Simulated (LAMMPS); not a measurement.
Simulation of a melt made from Al (fcc) with 10 % of Al sites Cu, 4000 atoms, at 1370 K and 0 GPa, brought to that temperature within a few picoseconds.

Computed with classical MD, pair style eam/alloy, file AlCu.eam.alloy, run in LAMMPS.

```
r (Å)  g(r), Al-Cu  g(r), Al-Al  g(r), Cu-Cu
-----  -----------  -----------  -----------
2.020        0.002        0.000        0.000
2.060        0.007        0.000        0.031
2.100        0.010        0.000        0.120
2.140        0.037        0.005        0.173
2.180        0.097        0.016        0.166
2.220        0.247        0.048        0.508
2.260        0.368        0.097        0.826
2.300        0.583        0.202         1.02
2.340        0.904        0.368         1.35
2.380         1.24        0.571         1.35
2.420         1.55        0.808         1.67
2.460         1.90         1.07         2.05
2.500         2.12         1.36         1.69
2.540         2.33         1.67         2.06
2.580         2.52         1.87         1.88
2.620         2.52         2.02         1.77
2.660         2.62         2.13         1.62
2.700         2.52         2.28         1.66
2.740         2.42         2.23         1.48
2.780         2.31         2.21         1.84
2.820         2.22         2.17         1.43
2.860         2.11         2.09         1.37
2.900         1.95         2.01         1.00
2.940         1.78         1.87         1.17
2.980         1.68         1.78        0.935
3.020         1.48         1.69         1.07
3.060         1.49         1.59        0.661
3.100         1.30         1.48        0.686
3.140         1.27         1.38        0.909
3.180         1.24         1.31        0.912
3.220         1.09         1.25        0.610
3.260         1.07         1.17        0.719
3.300         1.01         1.09        0.666
3.340        0.923         1.04        0.543
3.380        0.906        0.993        0.496
3.420        0.862        0.933        0.597
3.460        0.789        0.900        0.616
3.500        0.797        0.850        0.742
3.540        0.741        0.821        0.505
3.580        0.691        0.779        0.514
3.620        0.735        0.762        0.473
3.660        0.687        0.768        0.639
3.700        0.698        0.746        0.626
3.740        0.672        0.726        0.565
3.780        0.667        0.740        0.369
3.820        0.663        0.708        0.497
3.860        0.651        0.725        0.442
3.900        0.663        0.708        0.581
3.940        0.670        0.707        0.569
3.980        0.693        0.690        0.499
4.020        0.682        0.698        0.726
4.060        0.658        0.706        0.640
4.100        0.755        0.710        0.713
4.140        0.763        0.719        0.815
4.180        0.732        0.718        0.837
4.220        0.760        0.737        0.681
4.260        0.766        0.752        0.850
4.300        0.795        0.758        0.713
4.340        0.841        0.791        0.714
4.380        0.837        0.802        0.866
4.420        0.875        0.832        0.843
4.460        0.918        0.849         1.03
4.500        0.911        0.876        0.989
4.540        0.967        0.889         1.05
4.580        0.981        0.932        0.968
4.620         1.02        0.940         1.04
4.660         1.02        0.967         1.22
4.700         1.07        0.984         1.09
4.740         1.10         1.02         1.20
4.780         1.08         1.04         1.15
4.820         1.15         1.06         1.21
4.860         1.14         1.08         1.13
4.900         1.17         1.10         1.19
4.940         1.20         1.14         1.18
4.980         1.17         1.14         1.18
5.020         1.18         1.15         1.24
5.060         1.21         1.16         1.10
5.100         1.22         1.18         1.20
5.140         1.19         1.19         1.21
5.180         1.22         1.18         1.27
5.220         1.18         1.19         1.15
5.260         1.20         1.19         1.27
5.300         1.18         1.19         1.01
5.340         1.18         1.18         1.27
5.380         1.15         1.17         1.14
5.420         1.16         1.17         1.22
5.460         1.11         1.15         1.04
5.500         1.11         1.14         1.17
5.540         1.11         1.14        0.923
5.580         1.06         1.10         1.01
5.620         1.07         1.10         1.05
5.660         1.04         1.08         1.03
5.700         1.04         1.06        0.953
5.740         1.02         1.05         1.03
5.780        0.994         1.02        0.955
5.820        0.954         1.01        0.868
5.860        0.962         1.00        0.933
5.900        0.948        0.978        0.897
5.940        0.951        0.980        0.784
5.980        0.886        0.974        0.969
6.020        0.910        0.951        0.953
6.060        0.931        0.952        0.937
6.100        0.912        0.932        0.928
```

The data show:
- state found: liquid
- first peak of g(r), Al-Cu: 2.65 Å, height 2.6
- coordination number of Al by Cu: 1.24 (counted to 3.86 Å)
- coordination number of Cu by Al: 11.2 (counted to 3.86 Å)
- first peak of g(r), Al-Al: 2.74 Å, height 2.3

Caution: a run this short can hold a crystal over, or a liquid under, the potential's melting point.
